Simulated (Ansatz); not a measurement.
A relaxation of the atoms of Zn₂SeS (Pmm2, 4 atoms in the cell) with Ansatz (a quantum-chemistry and plane-wave program).

Method: LDA (PW92), default PAW files made with PBE (plane waves; Ansatz).

The change in words: one atom moved by 0.15 angstrom; relax: default → atoms; relax.f_tol: default → 0.2 eV/Å. Reference geometry:
```
Zn2SeS
1.0
    3.92102     0.00000     0.00000
    0.00000     3.92102     0.00000
    0.00000     0.00000     5.53869
Zn Se S
2 1 1
Cartesian
  1.96051   0.00000   4.22635
  0.00000   1.96051   1.31234
  0.00000   0.00000   2.76934
  1.96051   1.96051   0.00000
```

Reference input (self-consistent single point, DFT, LDA (PW92), plane waves, default PAW files made with PBE): basis.ecutwfc = 420 eV; kpoints.mp_grid.grid = 6 6 5; hamiltonian.xc = lda; hamiltonian.pseudopotentials = {kind: paw} (the program's default PAW files); scf.occupations.method = fixed. This run's input differs from it in these lines:

```diff
@@ -7,3 +7,3 @@
   atoms:
-    - { symbol: Zn, position: [0.500000, 0.000000, 0.763060] }
+    - { symbol: Zn, position: [0.500000, 0.000000, 0.790142] }
     - { symbol: Zn, position: [0.000000, 0.500000, 0.236940] }
@@ -20,2 +20,4 @@
   occupations: { method: fixed }
+relax:
+  f_tol: 0.2
 output:
```

Output, abridged:

```
   [... SCF lines of the steps left out ...]
relax step   1: F+E_penalty+E_count = -12748.09569031 eV  Δ(F+E_penalty+E_count) = +0.000e0 eV  max|allowed force component| = 1.070e0 eV/Å  Δτ_max = 0.0000 Å  (6 SCF iters, dr2 threshold 1.00e-4 eV, accepted)
relax step   2: F+E_penalty+E_count = -12748.16000863 eV  Δ(F+E_penalty+E_count) = -6.432e-2 eV  max|allowed force component| = 4.787e-1 eV/Å  Δτ_max = 0.0651 Å  (5 SCF iters, dr2 threshold 7.15e-5 eV, accepted)
relax step   3: F+E_penalty+E_count = -12748.17782243 eV  Δ(F+E_penalty+E_count) = -1.781e-2 eV  max|allowed force component| = 3.100e-2 eV/Å  Δτ_max = 0.0512 Å  (8 SCF iters, accepted)
the relaxation is at rest under the 4 symmetry operations that the run kept from its start: a minimum is not shown …
Free energy (F): -12748.177822 eV
Internal energy: -12748.177822 eV  (E = F + TS)
E sigma→0 (E₀):  -12748.177822 eV
Fermi energy:    6.021790 eV
--- Forces (eV/Å), atoms counted from 1 ---
  atom   1  Zn     0.00000000     0.00000000     0.02122390
  atom   2  Zn     0.00000000     0.00000000    -0.03100188
  atom   3  Se     0.00000000     0.00000000     0.00409456
  atom   4  S      0.00000000     0.00000000     0.00566096
--- Stress (GPa, compression-positive) ---
       -4.187638       0.000000       0.000000
        0.000000      -4.158090       0.000000
   [... lines left out ...]
--- Relaxed structure (3 steps of the walk, 3 accepted, 0 SCFs on fresh bases) ---
  F+E_penalty+E_count = -12748.17782243 eV   max|allowed force component| = 3.100e-2 eV/Å
  atoms:
    - { symbol: Zn, position: [0.5, 0.0, 0.7691361188353378] }
    - { symbol: Zn, position: [0.0, 0.5, 0.24457530243506914] }
    - { symbol: Se, position: [0.0, 0.0, 0.5067046781756298] }
    - { symbol: S, position: [0.5, 0.5, 0.006665900553963409] }
```

The run converged.  The full log also holds: “iter 5 did not close the SCF: its close was put off for the readings that it lacked (scf_convergence_deferred on its scf_iter line)”.

Summary of the result:
| Quantity | Result |
|---|---|
| Free energy E − TS (on the zero of these files) | -12748.1778 eV |
| Top of the valence band (on the code's own zero) | 6.02 eV |
| Gap on the k-point mesh | 1.34 eV |
| Pressure | -4.17 GPa |
| Largest force (vector length) | 0.031 eV/Å |
| Relaxation steps | 3 |

The starting cell comes from a database of computed structures (which also holds hypothetical and non-ambient phases and stackings), without a prior relaxation at this level. Its lattice was rescaled by up to half a per cent. For this run, on top of that: one atom moved by 0.15 angstrom. The relaxation keeps the symmetry of its start, so its end need not be a minimum. Ansatz's pressure includes its estimate of the finite-basis (Pulay) stress.

Cost on one core of a shared machine: roughly 30 s.

Keys are those of Ansatz 0.2.
